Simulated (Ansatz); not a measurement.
BaTiO₃ (R3m, No. 160, 5 atoms in the cell; start COD 9014074)

These are r²SCAN+rVV10 (plane waves, PAW; Ansatz, a first-principles code) values and carry that method's errors.

Settings: plane-wave cutoff 560 eV, 8×8×8 k mesh, Fermi–Dirac smearing 0.01 eV, no spin polarisation, scalar-relativistic PAW data made under PBE.

Cell (relaxed at this level):

```xyz
5
Lattice="2.8279 1.6327 2.3178 -2.8279 1.6327 2.3178 0.0000 -3.2654 2.3178" Properties=species:S:1:pos:R:3 pbc="T T T"
Ba     0.0000     0.0000    -0.0072
Ti     0.0000     0.0000     3.3854
O      0.0000     1.6075     2.4070
O     -1.3921    -0.8037     2.4070
O      1.3921    -0.8037     2.4070
```

| Property | Value |
|---|---|
| band gap | 2.74 eV (on the SCF k mesh) |

Note: the relaxation could not lower the start's symmetry, so the cell can be a saddle point above a distorted one.

Spin–orbit coupling is not included.

The computed numbers hold no vibrational or temperature effects.
